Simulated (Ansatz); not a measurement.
Where the default PAW files enter, the runs use the earlier of Ansatz's two default sets.

Input:

```
CELL_PARAMETERS angstrom
      3.80895     0.00000     0.00000
     -1.90448     3.29865     0.00000
      0.00000     0.00000    12.45260
ATOMIC_POSITIONS crystal
  Zn 0.66667 0.33333 0.74993
  Zn 0.33333 0.66667 0.24993
  Zn 0.00000 0.00000 0.50000
  Zn 0.00000 0.00000 0.00000
  S  0.66667 0.33333 0.93773
  S  0.33333 0.66667 0.43773
  S  0.00000 0.00000 0.68734
  S  0.00000 0.00000 0.18734
```

Space group of this cell: P6_3mc. The cell is taken as given.

Computed with r2SCAN (plane waves, PAW; Ansatz, an electronic-structure program).

The current runs along the normal of the first two printed vectors; no spin-orbit coupling. Scaled by the factor s: the length along the current (ions clamped). Meshes 12×12×4 and 12×12 across the current in all rows.

| s | mean pressure (GPa) | band gap (eV) |
|---|---|---|
| 0.97 | 2.8 | ? |
| 1.00 | 0.1 | 2.75 |
| 1.03 | -2.0 | 2.55 |

Q: Take the slope of the band gap against ln s from the two given rows, extrapolate to s = 0.97, and say what the run there gives.

A: Slope = (2.55 − 2.75) / ln 1.03 = -6.77 eV. The line gives 2.75 + (-6.77) × ln 0.97 = 2.96 eV. The run gives 2.86 eV, 0.10 eV under the line, 47 % of the predicted step.
